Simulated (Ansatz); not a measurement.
# Cu: pressure series

Base system: Cu in the fcc (Cu type) structure (space group Fm-3m, No. 225; a = 3.5768 Å).

Cell and atoms are relaxed at each pressure.

Computed with r2SCAN, PAW, 500 eV (Ansatz, an electronic-structure program; spin-orbit coupling left out).

Notes on the quantities. enthalpy: H = E + PV relative to the base's energy.

```
case               shortest interatomic distance       enthalpy
-----------------  -----------------------------  -------------
base                                     2.529 Å              –
pressure −2 GPa                          2.540 Å  -0.14 eV/atom
pressure −1 GPa                          2.534 Å  -0.07 eV/atom
pressure 0.9 GPa                         2.525 Å  +0.06 eV/atom
pressure 2.1 GPa                         2.519 Å  +0.15 eV/atom
pressure 4.5 GPa                         2.508 Å  +0.32 eV/atom
pressure 9 GPa                           2.488 Å  +0.63 eV/atom
pressure 15 GPa                          2.466 Å  +1.03 eV/atom
pressure 22.5 GPa                        2.442 Å  +1.52 eV/atom
pressure 30 GPa                          2.420 Å  +1.99 eV/atom
```

Load acts through the strain it causes; cell and atoms are relaxed under it. No phonon test of stability was made. Competing high-pressure phases were not computed. All final runs are without spin polarisation.
